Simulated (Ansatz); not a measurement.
Take As in the A7 type structure (space group R-3m, No. 166; layered) as the base.

```
As
1.0
    1.88053     1.08572     3.57784
   -1.88053     1.08572     3.57784
    0.00000    -2.17144     3.57784
As
2
Cartesian
  0.00000   0.00000   2.42576
  0.00000   0.00000   8.30777
```

The other end (x = 1) is Sb (space group R-3m, No. 166; layered): 30.67 Å³/atom, gap zero.

Method: Ansatz (an electronic-structure program), r2SCAN+rVV10, PAW, cutoff 500 eV, spin-orbit coupling left out.

Sb replaces a fraction x of As; each row is one arrangement (x, atoms in the cell, starting space group or random), fully relaxed.

One change was made to it. Results:

The deviation of the volume from the linear (Vegard-type) interpolation is -0.9 %; the band gap is still zero.

Question: Which change produced these results?
A. x(Sb) = 0.625, 8 atoms, Pm
B. x(Sb) = 0.375, 8 atoms, Pm
C. x(Sb) = 0.5, 8 atoms, Pm

Answer: B, x(Sb) = 0.375, 8 atoms, Pm. For comparison, the deviation of the volume from the linear in the other runs: x(Sb) = 0.5, 8 atoms, Pm gives +0.8 %; x(Sb) = 0.625, 8 atoms, Pm gives +1.4 %.

Each cell is one ordered arrangement of few atoms, which overstates ordering effects compared with a random alloy. Spin-orbit coupling, missing from the scalar runs, can matter with Sb. Whether these cells are dynamically stable was not tested. All final runs are without spin polarisation. The zero or small gap of Sb3As5, SbAs and Sb5As3 can change with the level of theory.
